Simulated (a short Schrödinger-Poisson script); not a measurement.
From a short Schrödinger-Poisson script (our own, NumPy): 1D Poisson equation in equilibrium, electrons quantum, Hartree (BenDaniel-Duke, 40 states a valley, the channel's in-plane mass for all, wave functions free to enter the barrier), parabolic valleys, classical holes, full ionisation, no traps, pinning or gate leakage.

Stack: gated In0.52Al0.48As/In0.53Ga0.47As δ-doped gas in a quantum well, at 300 K.

From the gate side: 8 nm In0.52Al0.48As; 5 nm In0.52Al0.48As; 10 nm In0.53Ga0.47As; 4000 nm In0.52Al0.48As, acceptors 1e15 cm⁻³.

The device is made up for the run: typed textbook-type constants, with dimensions and the other settings drawn at random. In0.52Al0.48As: permittivity 12.5, conduction-band edge (eV) 0.52, gap (eV) 1.45, electron mass (mₑ) 0.075, Nv at 300 K (cm⁻³) 1.1e19. In0.53Ga0.47As: permittivity 13.9, conduction-band edge (eV) 0, gap (eV) 0.74, Nv at 300 K (cm⁻³) 7.7e18.

Channel valleys (confinement mass, in-plane density-of-states mass, number): Γ 0.041, 0.041, 1. At the gate the conduction-band edge of layer 1 lies 0.65 eV − eVg above the Fermi level of the channel; the field vanishes at the back. Sheet of ionised δ-doping: +5.4e12 e/cm² at 8 nm from the gate. The barrier under the gate holds no holes. Gaps are held at their typed values at every temperature. Mesh 0.08 nm at interfaces.

Q: Give the centroid of the channel electrons at Vg = 0.4 V (nm); the sheet density of all electrons at Vg = 0.4 V (cm⁻²); the lowest subband against the Fermi level at Vg = 0.4 V (meV).

A: centroid of the channel electrons at Vg = 0.4 V (nm): 3.99; sheet density of all electrons at Vg = 0.4 V (cm⁻²): 3.01e12; lowest subband against the Fermi level at Vg = 0.4 V (meV): -154. Above a few 1e12 electrons/cm² a light Γ valley is non-parabolic and upper valleys begin to fill, which the model leaves out.
